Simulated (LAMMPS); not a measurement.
Surface tension of liquid InP over temperature.

Model: classical MD, pair style vashishta, file InP.vashishta; code LAMMPS.

| T (K) | surface tension | excess energy |
|---|---|---|
| 1350 | 0.23 ± 0.03 N/m | 0.25 J/m² |
| 1550 | 0.20 ± 0.03 N/m | 0.24 J/m² |
| 1820 | 0.21 ± 0.02 N/m | 0.25 J/m² |

Caution: the real compound melts congruently only under the pressure of its own vapour and loses its more volatile element when open.

Uncertainties are statistical and leave out the potential's own error.
